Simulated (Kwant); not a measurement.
System: zigzag graphene ribbon with Kane-Mele spin-orbit coupling. 5 zigzag chains, bond 0.142 nm, hopping 2.7 eV, scattering region 4 nm long; sites with one neighbour are removed; energy swept from -1.17 to 1.17 eV from the neutrality point. Second-neighbour term iλ/(3√3) ν σz with λ = 0.45 eV, Rashba hopping 0 eV, exchange ±0 eV σz in the scattering region alone; these strengths are model values, not the material's.

Constants are typed, rounded textbook-type inputs, not results; the design itself was drawn at random and stands for no fabricated device.

Model: nearest-neighbour tight-binding model of a honeycomb sheet with an imaginary second-neighbour term, both spins, coherent transport at 0 K (Kwant). Conductance is in e²/h.

Question: Is the sheet in its topological phase, how wide is its bulk gap, and what conductance is due inside it?

Answer: At the two valleys the masses are λ ± Δ = 0.450 and 0.450 eV; the bulk gap is 2|λ − Δ| = 0.900 eV. λ > Δ, so the phase is topological, with edge channels that give G = 2. Simulated at 0.195 eV: 2.00 e²/h.
